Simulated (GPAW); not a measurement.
**Short convergence ladders for Sr2GaSi (Amm2, 4 atoms in the cell)**

```
CELL_PARAMETERS angstrom
      4.24356     0.00000     0.00000
      0.00000     2.36850     5.90912
      0.00000    -2.36850     5.90912
ATOMIC_POSITIONS crystal
  Sr 0.50000 0.64347 0.64347
  Sr 0.00000 0.35878 0.35878
  Ga 0.50000 0.93840 0.93840
  Si 0.00000 0.06359 0.06359
```

Base method: LDA (Perdew-Wang 92), GPAW PAW datasets LDA (gpaw-data 1.0.1) (plane waves; GPAW 25.7.0).

Base settings: mode = pw; ecut = 600 eV; xc = LDA; kpts = 4 4 4; mesh shift (steps) = 0 0 0; occupations.name = methfessel-paxton; occupations.width = 0.1 eV; occupations.order = 0; nbands = -12; convergence.density = 1e-05 e/electron.

The count of work is k-points × plane waves × bands × iterations; it is no time. Core times come from one kind of shared machine, to one figure; runs under 30 s give none.

**The k-point mesh**

The second cell is the first with its lattice scaled by 0.98.

Only quantities that move along the ladder and can be compared are tabulated.

```tsv
kpts	free energy less the last step's (meV/atom)	energy of the compressed cell less the first (meV/atom)	pressure (GPa)	largest difference of a force vector from the last step's (eV/Å)	count of work / last	core time / last (rough)
2 2 2	90.25	-26.89	-3.55	0.251	0.11	–
4 3 3	20.01	-18.28	-2.79	0.028	0.25	0.4
4 4 4	10.98	-19.19	-2.89	0.050	0.40	0.6
5 5 5	2.84	-18.69	-2.86	0.010	0.52	0.9
6 6 6	0.00	-18.25	-2.82	0.000	1.0	1
```

Coarsest kpts that holds the forces within 0.02 eV/Å of the last step, with all finer ones: 5 5 5; the step before is off by 0.050 eV/Å.

Coarsest kpts that holds the energy of the compressed cell less the first within 2 meV/atom of the last step, with all finer ones: 4 3 3, at 0.25 of the last step's count of work and about 0.4 of the last step's time; the step before is off by 8.6 meV/atom.

Coarsest kpts that holds the pressure within 0.5 GPa of the last step, with all finer ones: 4 3 3, at 0.25 of the last step's count of work and about 0.4 of the last step's time; the step before is off by 0.72 GPa.

**The SCF threshold**

Moved along: convergence.energy, convergence.eigenstates.

The mesh stays at the base's, so the ladder's end is converged at best in this setting alone.

Only quantities that move along the ladder and can be compared are tabulated.

| convergence.density | largest difference of a force vector from the last step's (eV/Å) | count of work / last | core time / last (rough) |
|---|---|---|---|
| 0.003 e/electron | 0.012 | 0.14 | 0.2 |
| 0.0003 e/electron | 0.004 | 0.18 | 0.3 |
| 1e-05 e/electron | 0.000 | 0.25 | 0.4 |
| 1e-08 e/electron | 0.000 | 1.0 | 1 |

Coarsest convergence.density that holds the forces within 0.01 eV/Å of the last step, with all finer ones: 0.0003 e/electron, at 0.18 of the last step's count of work and about 0.3 of the last step's time; the step before is off by 0.012 eV/Å.

On the base run: the starting cell comes from a database of computed structures (which also holds hypothetical and non-ambient phases and stackings), without a prior relaxation at this level. Its lattice was rescaled by up to half a per cent. One atom was moved a little off its site on purpose. Without a gap this mesh is coarse (it stands for a supercell whose shortest vector is 17 Å).
